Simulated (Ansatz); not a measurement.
TaRe3 (model structure, started from the A15 type, Pm-3n, No. 223, 8 atoms in the cell), treated with LDA (plane waves, PAW; Ansatz, an electronic-structure program).

Input:

Ansatz 0.2 input:
```yaml
crystal:
  lattice:
    - [4.930031258, 0.0, 0.0]
    - [0.0, 4.930031258, 0.0]
    - [0.0, 0.0, 4.930031258]
  atoms:
    - { symbol: Re, position: [0.25, 0.0, 0.5] }
    - { symbol: Re, position: [0.75, 0.0, 0.5] }
    - { symbol: Re, position: [0.0, 0.5, 0.25] }
    - { symbol: Re, position: [0.0, 0.5, 0.75] }
    - { symbol: Re, position: [0.5, 0.25, 0.0] }
    - { symbol: Re, position: [0.5, 0.75, 0.0] }
    - { symbol: Ta, position: [0.0, 0.0, 0.0] }
    - { symbol: Ta, position: [0.5, 0.5, 0.5] }
basis:
  ecutwfc: 520
  ecutrho_ratio: 4
  xc_grid: 2
kpoints:
  mp_grid: { grid: [12, 12, 12] }
hamiltonian:
  xc: lda
  dispersion: none
  pseudopotentials: { kind: paw }
scf:
  occupations: { method: fermi_dirac, width: 0.05 }
output:
  forces: true
  stress: true
  eigenvalues: true
relax:
  f_tol: 0.004
  escape_saddle: false
  max_steps: 80
```

Excerpt of the program's output:

```
WARN output.stress: scf.convergence.dr2_threshold = 1e-7 eV (the SCF's general default) is looser than the 8e-10 eV advised for a printed stress (1e-10 eV for …
Relaxation: its limit of steps is 80 (relax.max_steps)
Crystal: 8 atoms, lattice volume = 119.825 Å³
Basis set: ecut = 520 eV, 3239 PW (Γ), exchange–correlation on 80×80×80 points (8 copies of the dense FFT grid, shifted against one another)
Bands: 70, of which v1, the nominal top of the filled ones, is band 58 counted from 1 (57 counted from 0)
Symmetry: 48 space group operations
Space group: Pm-3n (ITA 223), of the structure as read, at distance tolerance 4.9e-5 Å
k-points: 84 of 1728
Functional: x = slater, c = lda
SCF iter   1: F=—  HF=-83010.147648 eV  |F-HF|=—  |Δ(HF+E_count)|=         —  Δρ=1.02e-2  dr2=1.55e-1
SCF iter   2: F=—  HF=-83010.123081 eV  |F-HF|=—  |Δ(HF+E_count)|=   2.46e-2  Δρ=5.22e-3  dr2=3.90e-2
  ...
SCF iter   5: F=—  HF=-83010.113932 eV  |F-HF|=—  |Δ(HF+E_count)|=   3.86e-6  Δρ=1.43e-5  dr2=1.58e-7
SCF iter   6: F=-83010.113932 eV  HF=-83010.113932 eV  |F-HF|=3.70e-9  |Δ(HF+E_count)|=   3.52e-8  Δρ=2.64e-6  dr2=7.16e-9
SCF 1 converged in 6 iterations: F = -83010.113932 eV  dr2 = 7.16e-9
relax step   1: F+E_penalty+E_count = -83010.11393215 eV  Δ(F+E_penalty+E_count) = +0.000e0 eV  max|allowed force component| = 1.156e-17 eV/Å  Δτ_max = 0.0000 Å  (6 SCF iters, accepted)
SCF converged after 6 iterations
Free energy (F): -83010.113932 eV
Internal energy: -83010.054199 eV  (E = F + TS)
E sigma→0 (E₀):  -83010.084066 eV
Fermi energy:    23.596676 eV
--- Forces (eV/Å), atoms counted from 1 ---
  atom   1  Re     0.00000000    -0.00000000     0.00000000
  atom   2  Re     0.00000000    -0.00000000     0.00000000
  atom   3  Re     0.00000000     0.00000000    -0.00000000
  atom   4  Re     0.00000000     0.00000000    -0.00000000
  atom   5  Re     0.00000000     0.00000000     0.00000000
  atom   6  Re     0.00000000     0.00000000     0.00000000
  atom   7  Ta     0.00000000     0.00000000    -0.00000000
  atom   8  Ta    -0.00000000    -0.00000000    -0.00000000
--- Stress (GPa, compression-positive) ---
        7.152020      -0.000000       0.000000
       -0.000000       7.152020       0.000000
        0.000000       0.000000       7.152020
  P = ⅓ Tr σ = 7.1520 GPa (71.520 kbar)
```

The cell is one volume of an energy–volume scan, off the minimum.

The PAW data were made under PBE.

Note: the run has no spin polarisation, so it can have missed a magnetic state. Note: the relaxation could raise the start's symmetry but not lower it, so the cell can be a saddle point.

A model structure was made by putting elements into a prototype or built by hand; it is no filed structure, need not be a known phase, and can be a saddle point held by its symmetry.
